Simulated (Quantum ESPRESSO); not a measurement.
A working Quantum ESPRESSO input for Cu3Sb (P-6m2, 4 atoms in the cell) (DFT, PBEsol, plane waves, PSlibrary ultrasoft (PBE) pseudopotentials):

```fortran
&CONTROL
  calculation = 'scf',
  prefix = 'run',
  outdir = './work',
  pseudo_dir = './',
  verbosity = 'high',
  tprnfor = .true.,
  tstress = .true.,
/
&SYSTEM
  ibrav = 4,
  A = 3.150879928,
  C = 7.544460000,
  nat = 4,
  ntyp = 2,
  ecutwfc = 50,
  ecutrho = 300,
  occupations = 'smearing',
  smearing = 'cold',
  degauss = 0.0073499,
  input_dft = 'pbesol',
/
&ELECTRONS
  conv_thr = 1.0d-10,
  mixing_beta = 0.4,
/
ATOMIC_SPECIES
Cu    63.5460  Cu.pbe-dn-rrkjus_psl.1.0.0.UPF
Sb   121.7600  Sb.pbe-n-rrkjus_psl.1.0.0.UPF
ATOMIC_POSITIONS {angstrom}
Cu    0.000000000    0.000000000    3.772230000
Cu    1.575439964    0.909580687    2.118484368
Cu    1.575439964    0.909580687    5.425975632
Sb    0.000000000    0.000000000    0.000000000
K_POINTS {automatic}
10 10 4  0 0 0
```

The run converged in 13 iterations: free energy E − TS -5259.8186 eV; Fermi level (on the code's own zero) 9.97 eV; pressure -4.10 GPa; largest force (vector length) 0.066 eV/Å. Each of these slips is then made, one at a time:

(1)
```diff
-  ecutwfc = 50,
-  ecutrho = 300,
+  ecutwfc = 25,
+  ecutrho = 150,
```

(2)
```diff
-Sb    0.000000000    0.000000000    0.000000000
+Sb1    0.000000000    0.000000000    0.000000000
```

Problem. Predict the outcome of each change.

Solution. 
(1) An energy in the wrong unit. The run converged in 13 iterations without an error; against the sound input the free energy rises by 1.20 eV/atom, the pressure goes from -4.10 to -77.84 GPa and the largest force goes from 0.066 to 0.129 eV/Å.

(2) An atom label that is not in the list of species. The program stopped before any SCF iteration.
```
Error in routine read_cards (4):
species Sb1 in ATOMIC_POSITIONS is nonexistent
```

The starting cell comes from a database of computed structures (which also holds hypothetical and non-ambient phases and stackings), without a prior relaxation at this level. Spin polarisation is off. In the base run, with a pressure of about -4 GPa the cell is away from its equilibrium volume at this level. The run gives no clean gap (levels at the Fermi energy touch, overlap or are partly filled at this smearing), which alone does not show that the compound is a metal.

Left out of this page: 4 runs of the series outside the window shown, repeating another row's setting, or not comparable.
